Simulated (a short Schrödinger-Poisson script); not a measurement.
Structure: MOS inversion layer, SiO2 on p-type Ge(100), at 300 K.

| layer | material | thickness (nm) | Na (cm⁻³) |
|---|---|---|---|
| 1 | SiO2 | 1.6 | - |
| 2 | Ge | 540 | 5.8e17 |

The device is made up for the run: typed textbook-type constants, with dimensions and the other settings drawn at random. SiO2: permittivity 3.9, conduction-band edge (eV) 3.1, gap (eV) 9, electron mass (mₑ) 0.5. Ge: permittivity 16, conduction-band edge (eV) 0, gap (eV) 0.664, Nv at 300 K (cm⁻³) 6e18.

Channel valleys (confinement mass, in-plane density-of-states mass, number): L4 0.12, 0.295, 4. At the gate the conduction-band edge of layer 1 lies 3.14 eV − eVg above the Fermi level of the channel; the field vanishes at the back. Gaps are held at their typed values at every temperature. Mesh 0.03 nm at interfaces.

Solved with a short Schrödinger-Poisson script written for these runs: 1D Poisson equation in equilibrium, electrons quantum, Hartree (BenDaniel-Duke, 12 states a valley, the channel's in-plane mass for all, wave functions free to enter the dielectric), parabolic valleys, classical holes, full ionisation, no traps, pinning or gate leakage.

The same stack at other levels of the model or other numerical settings:

```csv
run,sheet density of all electrons at Vg = 0.9 V (cm⁻²),sheet density of all electrons at Vg = 0.3 V (cm⁻²),capacitance at Vg = 0.9 V (μF/cm²),centroid of the channel electrons at Vg = 0.9 V (nm),rough cost against the base
base,5.97e12,3.89e11,1.69,2.30,about 1
"electrons treated as classical, Boltzmann",7.99e12,9.99e11,2.01,0.58,0.04
"electrons treated as classical, Fermi-Dirac",7.35e12,9.49e11,1.84,0.91,0.2
mesh six times as coarse,5.92e12,3.78e11,1.68,2.33,0.3
one subband a valley,5.96e12,3.85e11,1.69,2.27,0.6
```

The classical rows ignore confinement, and Boltzmann statistics overrate the density once the band edge passes the Fermi level.

Only the L valleys are kept; under strong confinement the Δ valleys of Ge fill too.
